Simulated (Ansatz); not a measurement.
Take Sn (space group I4_1/amd, No. 141; relaxed with 0.1 eV smearing) as the base.

```
CELL_PARAMETERS angstrom
     -2.97474     2.97474     1.60684
      2.97474    -2.97474     1.60684
      2.97474     2.97474    -1.60684
ATOMIC_POSITIONS crystal
  Sn 0.75000 0.25000 0.50000
  Sn 0.00000 0.00000 0.00000
```

Cartesian axes are those of the cell as printed.

Method: Kohn–Sham DFT with the PBE functional, run in Ansatz (a program for electronic structure) with PAW and 420 eV plane waves, no spin-orbit coupling.

Base values:

```
Quantity   Result
--------  -------
Pressure  0.0 GPa
```

It is then changed as follows: tensile biaxial strain of 2.84 % in the plane normal to [001], as in epitaxy on a mismatched substrate; the out-of-plane cell vector and the atoms relax.

Predict the new ratio −ε⊥/ε∥ and pressure.

The ratio −ε⊥/ε∥ comes out as 0.58; the pressure (mean of the normal stresses, compression positive) goes from zero to -1.6 GPa.

A biaxial case was relaxed in a doubled cell and then solved in the primitive one. Whether these cells are dynamically stable was not tested.
